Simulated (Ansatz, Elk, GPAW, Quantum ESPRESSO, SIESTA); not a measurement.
Code comparison for AlNi (Cmmm, 2 atoms in the cell)

Self-consistent single point, at a second geometry (lattice scaled by 0.98). First geometry:

```xyz
2
Lattice="1.9769 -1.9917 0.0000 1.9769 1.9917 0.0000 0.0000 0.0000 3.1605" Properties=species:S:1:pos:R:3 pbc="T T T"
Al     0.0000     0.0000     0.0000
Ni     1.9769     0.0000     1.5802
```

Shared settings, as Ansatz (a program for electronic structure) writes them: kpoints.mp_grid.grid = 15 15 14; scf.occupations.method = fermi_dirac; scf.occupations.width = 0.0037 Ry. Potentials and cutoffs stand in the table.

```tsv
code	model	ΔF from the first geometry (meV/atom)	pressure (GPa)	cutoff
SIESTA	LDA PW92, numerical atomic orbitals DZP, PseudoDojo LDA standard norm-conserving potentials (rewritten from UPF to PSML)	-57.0	-7.66	grid 350 Ry
Elk	LDA (PW92), all-electron FP-LAPW, Elk's shipped species files, default APW+lo basis	-42.7	–	rgkmax 7
GPAW	LDA (Perdew-Wang 92), GPAW PAW datasets LDA (gpaw-data 1.0.1)	-39.1	-3.81	800 eV
Quantum ESPRESSO	LDA (PZ), PSlibrary ultrasoft (LDA) pseudopotentials	-41.8	-5.18	50 Ry
Ansatz	LDA (PW92), PAW files made with PBE	-42.6	-4.80	default
```

For Quantum ESPRESSO (by 0.6 GPa) the energy change implies a higher mean pressure, against the two pressures, than for the other programs: a sign of finite-basis (Pulay) stress.

A dash marks a value that a program does not give, or that is left out as unsure.

On Ansatz's run: spin polarisation is off.

The spread over the programs that give each value: ΔF from the first geometry within 17.9 meV/atom; pressure within 3.85 GPa.

SIESTA uses small atom-centred bases, whose incompleteness enters pressures, forces and empty levels differently from a plane-wave cutoff. Elk treats all electrons, but the usual bases taken here (sphere radii, linearisation, local orbitals, empty states) were not tested for convergence, so the values are no reference for the others. Ansatz's pressure is given at a fixed set of plane waves, as the other plane-wave codes print theirs; with its correction for the finite basis it is -4.75 GPa. The same LDA comes in different parametrisations, which differ slightly. In the pressure, SIESTA (by 2.86) lies more than 1 GPa from the median of the plane-wave programs.

The starting cell comes from a database of computed structures (which also holds hypothetical and non-ambient phases and stackings), without a prior relaxation at this level. Its lattice was rescaled by a random factor within 2.5 % of one. For this run, on top of that: lattice scaled by 0.98.

Keys are those of Ansatz 0.2.
